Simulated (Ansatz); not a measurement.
Ansatz (an electronic-structure program) run on TlGeCl3 (Cm, 5 atoms in the cell): relaxation of cell and atoms.

Level of theory: LDA (PW92), default PAW files made with PBE (plane waves; Ansatz).

The change in words: atoms on their sites; basis.ecutwfc: 420 eV → 210 eV; relax: default → cell and atoms. Reference geometry:
```xyz
5
Lattice="3.7760 -3.7212 0.0000 3.7760 3.7212 0.0000 -0.1004 0.0000 5.2944" Properties=species:S:1:pos:R:3 pbc="T T T"
Tl     7.3701     0.0000     5.2966
Ge     3.5753     0.0000     2.8195
Cl     1.8996     1.7748     2.7695
Cl     1.8996    -1.7748     2.7695
Cl     3.6998     0.0000     5.2647
```

Reference input (self-consistent single point, DFT, LDA (PW92), plane waves, default PAW files made with PBE): basis.ecutwfc = 420 eV; kpoints.mp_grid.grid = 4 4 4; hamiltonian.xc = lda; hamiltonian.pseudopotentials = {kind: paw} (the program's default PAW files); scf.occupations.method = fixed. This run's input differs from it in these lines:

Ansatz 0.2 input:
```diff
@@ -6,3 +6,3 @@
   atoms:
-    - { symbol: Tl, position: [0.98921600, 0.98921600, 1.00042400] }
+    - { symbol: Tl, position: [0.98909000, 0.98909000, 0.99098000] }
     - { symbol: Ge, position: [0.48050000, 0.48050000, 0.53254000] }
@@ -12,3 +12,3 @@
 basis:
-  ecutwfc: 420.0 eV
+  ecutwfc: 210.0 eV
 kpoints:
@@ -20,2 +20,4 @@
   occupations: { method: fixed }
+relax:
+  cell: {}
 output:
```

Output, abridged:

```
   [... SCF lines of the steps left out ...]
relax step   1: F+E_penalty+E_count = -18488.22492851 eV  Δ(F+E_penalty+E_count) = +0.000e0 eV  max|allowed force component| = 3.418e-1 eV/Å  Δτ_max = 0.0000 Å  P = -3.093 GPa  Ω = 148.785 Å³  (8 SCF iters, dr2 threshold 1.00e-7 eV, accepted)
relax step   2: F+E_penalty+E_count = -18491.98351311 eV  Δ(F+E_penalty+E_count) = -3.759e0 eV  max|allowed force component| = 7.400e-2 eV/Å  Δτ_max = 0.0188 Å  P = +16.740 GPa  Ω = 136.879 Å³  energy of the carried Pulay correction = +4.266e0 eV  [...]
   [... lines left out ...]
relax step 120: F+E_penalty+E_count = -18488.58642690 eV  Δ(F+E_penalty+E_count) = +8.153e-3 eV  max|allowed force component| = 3.654e-3 eV/Å  Δτ_max = 0.0020 Å  P = +0.032 GPa  Ω = 138.429 Å³  energy of the carried Pulay correction = -1.303e-2 eV  [...]
relax step 121: F+E_penalty+E_count = -18488.58493516 eV  Δ(F+E_penalty+E_count) = +1.492e-3 eV  max|allowed force component| = 2.858e-3 eV/Å  Δτ_max = 0.0000 Å  P = +0.078 GPa  Ω = 138.429 Å³  stress off target by 2.33e-1 GPa  SCF on the basis [...]
basis re-selected at this cell: Δ(F+E_penalty+E_count) = +1.492e-3 eV, ΔP = +0.046 GPa vs the last step
   [... lines left out ...]
Free energy (F): -18488.584935 eV
Fermi energy:    5.202525 eV
Error: variable-cell relaxation did not converge after 121 `relax_step` rows, as none of its last 36 fresh-basis SCF(s) at a relaxed cell met both thresholds with a finite energy. The last misses `relax.cell.stress_tol`: largest allowed force component 2.86e-3 eV/Å (`relax.f_tol` 1.00e-2 eV/Å), stress off the target on the free part of the cell 2.33e-1 GPa (`relax.cell.stress_tol` 5.00e-2 GPa), F+E_penalty+E_count -18488.58493516 eV. The closest is row 113, whose structure comes with this error. Larger ratio of force or stress to its threshold at each such SCF whose figures are numbers: 31.559, 25.908, 21.415, 19.889, 17.078, 16.107, 15.017, 14.288, 13.589, 13.371, 13.466, 18.632, [...]
   [... lines left out ...]
to start a new deck from the relaxed geometry:
  cell:  # Å, volume = 138.3369 Å³
    - [3.865333826683743, -3.483131152409845, 0.0030669429099945767]
    - [3.865333826683743, 3.483131152409845, 0.0030669429099946504]
    - [-0.09847368891932864, 5.227564456730865e-17, 5.137415617737409]
  atoms:
    - { symbol: Tl, position: [0.9061184091922212, 0.9061184091922212, 1.0220976079075048] }
    - { symbol: Ge, position: [0.4917494777701326, 0.4917494777701326, 0.5233023507626815] }
    - { symbol: Cl, position: [0.03527821552545664, 0.542664325280583, 0.5146540604619894] }
    - { symbol: Cl, position: [0.542664325280583, 0.03527821552545663, 0.5146540604619894] }
    - { symbol: Cl, position: [0.5138895722316069, 0.5138895722316069, 0.9894219204058344] }
```

The relaxation ended unconverged. 

The starting cell comes from a database of computed structures (which also holds hypothetical and non-ambient phases and stackings), without a prior relaxation at this level. Its lattice was rescaled by up to half a per cent. The cutoff lies below the one recommended for these files.

Cost on one core of a shared machine: roughly 10 min.
